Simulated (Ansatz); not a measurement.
Base system: CdTe in the wurtzite structure (space group P6_3mc, No. 186; a = 4.583 Å, c = 7.516 Å; a cell from a computed database, its experimental status unchecked).

The change: a hydrostatic pressure of 5 GPa.

Levels (all Ansatz, a program for electronic structure, PAW): PBEsol (420 eV, without spin-orbit coupling); HSE06 (420 eV, no spin-orbit coupling).

The geometry is relaxed with PBEsol.

```
Item              Result
---------------  -------
PBEsol band gap  0.97 eV
```

Problem. Predict the band gap from HSE06.

Solution. The band gap grows by 1.02 eV (0.97 eV → 1.99 eV).

Single points use the geometry relaxed with PBEsol. With Te present, leaving out spin-orbit coupling can change the band edges. Load acts through the strain it causes; cell and atoms are relaxed under it. Stability against distortions was not tested. Competing high-pressure phases were not computed. The base started in Cmc2_1 and relaxed to P6_3mc at this level. This is not the structure that CdTe has at room temperature and ambient pressure.
